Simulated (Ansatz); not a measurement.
Input:

```xyz
2
Lattice="0.0000 2.1800 2.1800 2.1800 0.0000 2.1800 2.1800 2.1800 0.0000" Properties=species:S:1:pos:R:3 pbc="T T T"
Mg     0.0000     0.0000     0.0000
O      2.1800     2.1800     2.1800
```

No spin polarisation.

Method: Ansatz (an electronic-structure program) PBE, no spin-orbit coupling. Γ-centred 13×13×13 mesh, Fermi–Dirac width 0.05 eV.

### Question
Predict the hole mass and gap character.

### Answer
* **Hole mass (degenerate bands, along [100])**: 0.36, 2.2, 2.2 mₑ (at Γ)
* **Gap character**: direct at Γ

The cells carry an imposed strain or load. Effective masses come from finite differences of ±0.01 Å⁻¹. Whether these cells are dynamically stable was not tested. The cell was made from MgO in the rock salt structure (space group Fm-3m, No. 225) by this change: isotropic strain +2.50 %.
